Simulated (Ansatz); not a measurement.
The starting structures come from a database of crystals and need not be the phases stable at ambient conditions.

The decay constant κ of evanescent states in the gap governs leakage through a thin film.

```yaml
crystal:
  lattice:
    - [4.85147, 0.00000, 0.00000]
    - [0.00000, 9.01366, 0.00000]
    - [0.00000, 0.00000, 7.64864]
  atoms:
    - { symbol: Ca, position: [0.25000, 0.92378, 0.34559] }
    - { symbol: Ca, position: [0.75000, 0.07622, 0.65441] }
    - { symbol: Ca, position: [0.75000, 0.42378, 0.15441] }
    - { symbol: Ca, position: [0.25000, 0.57622, 0.84559] }
    - { symbol: Ca, position: [0.25000, 0.32173, 0.48184] }
    - { symbol: Ca, position: [0.75000, 0.67827, 0.51816] }
    - { symbol: Ca, position: [0.75000, 0.82173, 0.01816] }
    - { symbol: Ca, position: [0.25000, 0.17827, 0.98184] }
    - { symbol: Ge, position: [0.25000, 0.89778, 0.74652] }
    - { symbol: Ge, position: [0.75000, 0.10222, 0.25348] }
    - { symbol: Ge, position: [0.75000, 0.39778, 0.75348] }
    - { symbol: Ge, position: [0.25000, 0.60222, 0.24652] }
```

The cell is taken as given; by PBEsol it stands under a pressure of -1.2 GPa.

Transport runs along the normal of the first two printed cell vectors.

No gap correction and no spin-orbit coupling; mid-gap is the computed energy nearest the middle.

**Question.** Compute, with Ansatz (a first-principles code) with PBEsol, the band gap and the smallest decay constant κ at mid-gap.

**Answer.** Gap 0.27 eV on a 6×4×4 mesh; κ = 0.050 1/Å, at the zone centre.
